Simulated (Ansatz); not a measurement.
## PtSe2: stress against strain

PtSe2 (1T layered, P-3m1, 18.701 Å³/atom and stress up to 0.01 GPa in the relaxed cell, c along z) under a strain ε along a direction in the basal plane (axis x), the other axes held. PBEsol-D3(BJ) in Ansatz, a plane-wave DFT program (PAW, default set), 420 eV, 18×18×13 Γ-centred mesh, Fermi-Dirac smearing 0.10 eV; ions are relaxed, or left where forces stay under 0.02 eV/Å, within the symmetry of each cell. Against the start cell, which lies near the measured one, the relaxed cell differs by -8.3 % in volume and -8.8 % in c; the values below rest on it. Stress is positive for a compressed cell.

Here s stands for strain and y for stress xx.

```
strain (%)  stress xx (GPa)
----------  ---------------
-1.00                  2.22
-0.50                  1.10
0.00                   0.00
0.50                  -1.09
1.00                  -2.13
2.00                      ?
```

**Question.** Using a straight line, estimate the missing y at s = 2.00 from the other rows, showing the fit.

**Answer.** Means: s 0, y 0.020. About the means, the sum of products is -5.4450 and the sum of squares of s is 2.5000; the slope is their ratio. Least squares gives y = 0.020 - 2.1780·s. Residuals (row less fit): 0.022, -0.009, -0.020, -0.021, 0.028; standard error 0.027 (degrees of freedom: 3). The slope gives the elastic constant C11 = 218 ± 2 GPa (± standard error of the fit, which holds the terms cut off). At the withheld row, y = 0.020 - 2.1780 × 2.0 = -4.336 GPa. The calculation gives -4.18 GPa, 0.156 GPa above the prediction (2.4 % of the range of y in the table). The row lies outside the fitted rows, so this is an extrapolation. From the scatter of the fitted rows alone, a prediction at this place has a standard error of 0.045 GPa, so the miss is 3.5 times that.

A polynomial of degree 2 through the 7 other runs of the series gives -4.18 there, so most of the miss is curvature that the fit leaves out. This level leaves no gap over 0.05 eV at strain -1.00, -0.50, 0.00, 0.50, 1.00, 2.00 %. Spin-orbit coupling is left out, which can shift these values for the heavy elements here. Rows are the converged runs of the series near zero and its far end; series whose fitted rows scatter by over a few per cent of the range, as at a crossing or softening among them, aren't shown in this form, nor equations of state whose B0' disagrees with the runs' pressures. Most that stay on the fit to the last digits aren't either.
